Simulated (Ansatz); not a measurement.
**Al, response to strain**

Take Al in the fcc (Cu type) structure (space group Fm-3m, No. 225; a = 3.9937 Å; relaxed with 0.1 eV smearing) as the base. Axes: x, y, z lie along the cube axes.

Strains are applied to the cell and any free atomic positions relax.

All numbers come from r2SCAN/PAW in Ansatz (a program for electronic structure), without spin-orbit coupling.

Notes on the quantities. energy relative to the base: free energy F; pressure: mean of the normal stresses, compression positive.

```
variant                      energy relative to the base  shortest interatomic distance  pressure
---------------------------  ---------------------------  -----------------------------  --------
base                                          0 meV/atom                       282.4 pm   0.0 GPa
tensor shear ε_xy = +1.71 %                +2.5 meV/atom                       277.6 pm   0.1 GPa
tensor shear ε_xy = +2.00 %                +3.5 meV/atom                       276.7 pm   0.2 GPa
tensor shear ε_xy = +0.29 %                +0.1 meV/atom                       281.6 pm   0.0 GPa
tensor shear ε_xy = +0.57 %                +0.3 meV/atom                       280.8 pm   0.0 GPa
tensor shear ε_xy = +1.43 %                            ?                              ?   0.1 GPa
tensor shear ε_xy = +1.14 %                +1.1 meV/atom                       279.2 pm   0.1 GPa
tensor shear ε_xy = +0.86 %                +0.6 meV/atom                       280.0 pm   0.0 GPa
```

**Question.** What belongs in the blanks?

**Answer.** 
- tensor shear ε_xy = +1.43 %, energy relative to the base: +1.7 meV/atom
- tensor shear ε_xy = +1.43 %, shortest interatomic distance: 278.4 pm

No phonon test of stability was made.
